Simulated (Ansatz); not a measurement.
# A computed series for CdTe: response to strain

Take CdTe in the zinc blende structure (space group F-43m, No. 216; a = 6.5578 Å) as the base.

Strains are applied to the cell and any free atomic positions relax.

Level of theory: r2SCAN/PAW in Ansatz (an electronic-structure program), no spin-orbit coupling.

Notes on the quantities. hole mass: degenerate bands, along [100].

```csv
case,volume per atom,hole mass,band gap,pressure
base,35.25 Å³,"0.092, 0.55, 0.55 mₑ (at Γ)",1.17 eV,0.00 GPa
isotropic strain +0.50 %,35.78 Å³,"0.090, 0.56, 0.56 mₑ (at Γ)",1.12 eV,-0.59 GPa
isotropic strain +1.00 %,36.32 Å³,"0.088, 0.57, 0.57 mₑ (at Γ)",1.07 eV,-1.13 GPa
isotropic strain +1.50 %,36.86 Å³,"0.085, 0.59, 0.59 mₑ (at Γ)",1.02 eV,-1.63 GPa
isotropic strain +2.00 %,37.41 Å³,[?],0.98 eV,-2.09 GPa
isotropic strain +2.50 %,37.96 Å³,"0.080, 0.62, 0.62 mₑ (at Γ)",[?],-2.52 GPa
isotropic strain +3.00 %,38.52 Å³,"0.078, 0.63, 0.63 mₑ (at Γ)",[?],[?]
```

Question: What belongs in the blanks?

Answer: 
- isotropic strain +2.00 %, hole mass: 0.083, 0.60, 0.60 mₑ (at Γ)
- isotropic strain +2.50 %, band gap: 0.93 eV
- isotropic strain +3.00 %, band gap: 0.89 eV
- isotropic strain +3.00 %, pressure: -2.91 GPa

With Te present, leaving out spin-orbit coupling can change the band edges. Masses are band curvatures over ±0.01 Å⁻¹ around the edge. Whether these cells are dynamically stable was not tested.
